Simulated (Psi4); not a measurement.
Psi4 1.11, HF/def2-svp, scf_type pk: B(H)(OSiH3)2 ([SiH3]OBO[SiH3]), 12 atoms. The geometry is a generated start, not checked to be a minimum at this level.

| Item | Value |
|---|---|
| task | energy |
| method | scf |
| basis | def2-svp |
| memory | 7 GB |
| e_convergence | 1e-08 |
| d_convergence | 1e-07 |
| guess | auto, which took SAD (default) |
| diis_max_vecs | 10 (default) |
| scf_initial_accelerator | adiis (default) |
| basis functions | 113 |

```xyz
12

B     -0.9616     0.2701     0.5937
H     -1.8009     0.3777     1.4176
O     -0.0284    -0.6716     0.7000
Si     0.9443    -1.7293     1.4208
H      2.2532    -1.0746     1.4936
H      0.9330    -2.9000     0.5434
H      0.4583    -2.0652     2.7630
O     -0.9807     1.1048    -0.4404
Si    -0.3216     1.5630    -1.8422
H      0.5790     2.6711    -1.5221
H     -1.4796     1.9828    -2.6322
H      0.4052     0.4712    -2.4952
```
Charge 0, spin multiplicity 1.

The reference run uses exact four-centre integrals (scf_type = pk). One run each, on a shared machine, so no times are given.

Settings tried, all else as in the reference:
- scf_type = dfdirj+cosx, cosx_radial_points_final = 25, cosx_spherical_points_final = 50
- scf_type = dfdirj+cosx, cosx_radial_points_final = 75, cosx_spherical_points_final = 302
- scf_type = dfdirj+cosx, cosx_radial_points_final = 50, cosx_spherical_points_final = 194
- scf_type = dfdirj+snlink
- scf_type = dfdirj+link
- scf_type = cd, cholesky_tolerance = 1e-06
- scf_type = cd, cholesky_tolerance = 0.01
- scf_type = cd, cholesky_tolerance = 0.0001 (default)
- scf_type = mem_df
- scf_type = cd, cholesky_tolerance = 1e-05
- scf_type = cd, cholesky_tolerance = 0.001
- scf_type = dfdirj+cosx

Sort the settings: which keep to the reference within 1.0 meV/atom in energy, and which don't?

Within it: scf_type = cd, cholesky_tolerance = 1e-06; scf_type = dfdirj+cosx; scf_type = cd, cholesky_tolerance = 1e-05; scf_type = dfdirj+cosx, cosx_radial_points_final = 50, cosx_spherical_points_final = 194; scf_type = dfdirj+cosx, cosx_radial_points_final = 75, cosx_spherical_points_final = 302; scf_type = mem_df; scf_type = dfdirj+link; scf_type = dfdirj+snlink. At the edge (between 0.75 and 1.33 times the tolerance): scf_type = cd, cholesky_tolerance = 0.0001 (default). Outside: scf_type = cd, cholesky_tolerance = 0.001; scf_type = dfdirj+cosx, cosx_radial_points_final = 25, cosx_spherical_points_final = 50; scf_type = cd, cholesky_tolerance = 0.01.

```csv
setting,energy against the reference
"scf_type = cd, cholesky_tolerance = 1e-06",+0.0011 meV/atom
scf_type = dfdirj+cosx,+0.0068 meV/atom
"scf_type = cd, cholesky_tolerance = 1e-05",−0.040 meV/atom
"scf_type = dfdirj+cosx, cosx_radial_points_final = 50, cosx_spherical_points_final = 194",+0.18 meV/atom
"scf_type = dfdirj+cosx, cosx_radial_points_final = 75, cosx_spherical_points_final = 302",+0.19 meV/atom
scf_type = mem_df,+0.29 meV/atom
scf_type = dfdirj+link,−0.38 meV/atom
scf_type = dfdirj+snlink,−0.39 meV/atom
"scf_type = cd, cholesky_tolerance = 0.0001 (default)",−1.0 meV/atom
"scf_type = cd, cholesky_tolerance = 0.001",+5.9 meV/atom
"scf_type = dfdirj+cosx, cosx_radial_points_final = 25, cosx_spherical_points_final = 50",+41 meV/atom
"scf_type = cd, cholesky_tolerance = 0.01",+140 meV/atom
```

Total energies are compared; such shifts often cancel in part in energy differences. The DFDIRJ builders fit J, which adds its shift to that of exchange. Psi4 runs the final COSX grid once, on the density of the start grid. Also tried and not ranked: scf_type = direct (same energy as a listed run). The tolerance is a choice made for this comparison.
